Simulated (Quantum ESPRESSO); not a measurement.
The steps of a band-structure calculation for Ti5Si (R32, 6 atoms in the cell) with Quantum ESPRESSO.

Method: PBEsol, PseudoDojo standard norm-conserving (PBESOL) pseudopotentials (plane waves; Quantum ESPRESSO 7.5).

Step 1 (scf):

```fortran
&control
  calculation = 'scf'
  prefix = 'ti5si'
  outdir = './work'
  pseudo_dir = './'
  tprnfor = .true.
  tstress = .true.
/
&system
  ibrav = 5
  celldm(1) = 10.036547848
  celldm(4) = 0.54872796497
  nat = 6
  ntyp = 2
  ecutwfc = 85
  occupations = 'smearing'
  smearing = 'fermi-dirac'
  degauss = 0.0073499
/
&electrons
  conv_thr = 1e-10
  mixing_beta = 0.7
/
ATOMIC_SPECIES
Ti    47.8670  Ti.upf
Si    28.0850  Si.upf
ATOMIC_POSITIONS angstrom
Ti    0.000000000    0.000000000    2.017631019
Ti    0.000000000    0.000000000   11.305077981
Ti    1.527188569    0.267956492    4.440903000
Ti   -0.995651413    1.188605852    4.440903000
Ti   -0.531537156   -1.456562343    4.440903000
Si    0.000000000    0.000000000    6.661354500
K_POINTS automatic
4 4 4  0 0 0
```

Step 2 (bands):

```fortran
&control
  calculation = 'bands'
  prefix = 'ti5si'
  outdir = './work'
  pseudo_dir = './'
  verbosity = 'high'
/
&system
  ibrav = 5
  celldm(1) = 10.036547848
  celldm(4) = 0.54872796497
  nat = 6
  ntyp = 2
  ecutwfc = 85
  occupations = 'smearing'
  smearing = 'fermi-dirac'
  degauss = 0.0073499
  nbnd = 41
/
&electrons
  conv_thr = 1e-10
  startingwfc = 'random'
  diago_thr_init = 1.0d-6
/
ATOMIC_SPECIES
Ti    47.8670  Ti.upf
Si    28.0850  Si.upf
ATOMIC_POSITIONS angstrom
Ti    0.000000000    0.000000000    2.017631019
Ti    0.000000000    0.000000000   11.305077981
Ti    1.527188569    0.267956492    4.440903000
Ti   -0.995651413    1.188605852    4.440903000
Ti   -0.531537156   -1.456562343    4.440903000
Si    0.000000000    0.000000000    6.661354500
K_POINTS crystal_b
13
  0.00000000   0.00000000   0.00000000   8  ! G
  0.50000000   0.00000000   0.00000000   6  ! L
  0.50000000   0.23838403  -0.23838403   1  ! B1
  0.76161597   0.50000000   0.23838403   7  ! B
  0.50000000   0.50000000   0.50000000   7  ! Z
  0.00000000   0.00000000   0.00000000   9  ! G
  0.36919201   0.00000000  -0.36919201   1  ! X
  0.63080799   0.36919201   0.00000000   3  ! Q
  0.50000000   0.50000000   0.00000000   3  ! F
  0.63080799   0.63080799   0.23838403   6  ! P1
  0.50000000   0.50000000   0.50000000   1  ! Z
  0.50000000   0.00000000   0.00000000   5  ! L
  0.76161597   0.36919201   0.36919201   1  ! P
```

Step 3 (bands.x):

```fortran
&bands
  prefix = 'ti5si'
  outdir = './work'
  filband = 'bands.dat'
  lsym = .false.
/
```

Output of bands (abridged):

```
     Atomic positions and unit cell read from directory:
     ./work/ti5si.save/
     G-vector sticks info
     --------------------
     sticks:   dense  smooth     PW     G-vecs:    dense   smooth      PW
     Sum        2285    2285    633                69943    69943   10279

     bravais-lattice index     =            5
     lattice parameter (alat)  =      10.0365  a.u.
     unit-cell volume          =     660.7511 (a.u.)^3
   [... lines left out ...]
     number of k points=    58  Fermi-Dirac smearing, width (Ry)=  0.0073
   [... lines left out ...]
   [... 55 lines left out ...]

     Dense  grid:    69943 G-vectors     FFT dimensions: (  60,  60,  60)

     The potential is recalculated from file :
     ./work/ti5si.save/charge-density

     Band Structure Calculation
     Davidson diagonalization with overlap

     ethr =  1.00E-06,  avg # of iterations = 60.3

     End of band structure calculation

          k = 0.0000 0.0000 0.0000 (  8743 PWs)   bands (ev):

   -43.2783 -43.2025 -43.0641 -42.9281 -42.9281 -19.8952 -19.7924 -19.7484
   -19.7484 -19.6921 -19.6688 -19.6688 -19.4790 -19.4790 -19.2783 -19.2783
   -19.2351 -19.2233 -18.9754 -18.9754   4.2874   9.5843  10.5439  10.5439
    11.4586  11.4707  12.1435  12.1435  12.3320  12.3320  12.5066  13.1059
    13.1826  13.1826  14.2970  14.2970  14.6253  14.7097  14.9759  14.9760
    15.0332

          k = 0.0658-0.0380 0.0249 (  8743 PWs)   bands (ev):

   -43.2774 -43.2030 -43.0632 -42.9294 -42.9282 -19.8938 -19.7932 -19.7540
   -19.7448 -19.7085 -19.6593 -19.6482 -19.4805 -19.4758 -19.2882 -19.2767
   -19.2357 -19.2220 -18.9810 -18.9770   4.3141   9.5488  10.4980  10.5660
    11.3767  11.5909  12.0678  12.1063  12.2808  12.3653  12.5448  13.1176
    13.1789  13.2422  14.2520  14.3063  14.6524  14.7437  14.9085  14.9556
    15.0668

   [... 56 blocks of this kind left out ...]
```

Output of bands.x (abridged):

```
     Reading xml data from directory:

     ./work/ti5si.save/

     G-vector sticks info
     --------------------
     sticks:   dense  smooth     PW     G-vecs:    dense   smooth      PW
     Sum        2285    2285    633                69943    69943   10279

     Reading collected, re-writing distributed wavefunctions
     high-symmetry point:  0.0000 0.0000 0.0000   x coordinate   0.0000
     high-symmetry point:  0.5263-0.3039 0.1993   x coordinate   0.6396
     high-symmetry point:  0.7772 0.1308 0.1993   x coordinate   1.1414
     high-symmetry point:  0.5508 0.0000 0.5980   x coordinate   1.1414
     high-symmetry point:  0.0000 0.0000 0.5980   x coordinate   1.6922
     high-symmetry point:  0.0000 0.0000 0.0000   x coordinate   2.2902
   [... 2 lines left out ...]
     high-symmetry point:  0.5263 0.3039 0.3987   x coordinate   3.7623
     high-symmetry point:  0.4131 0.2385 0.5980   x coordinate   4.0007
     high-symmetry point:  0.0000 0.0000 0.5980   x coordinate   4.4777
     high-symmetry point:  0.5263-0.3039 0.1993   x coordinate   4.4777
     high-symmetry point:  0.4131-0.2385 0.5980   x coordinate   4.8972

     Plottable bands (eV) written to file bands.dat.gnu
     Bands written to file bands.dat

   JOB DONE.
```

The starting cell comes from a database of computed structures (which also holds hypothetical and non-ambient phases and stackings), without a prior relaxation at this level. Spin polarisation is off.
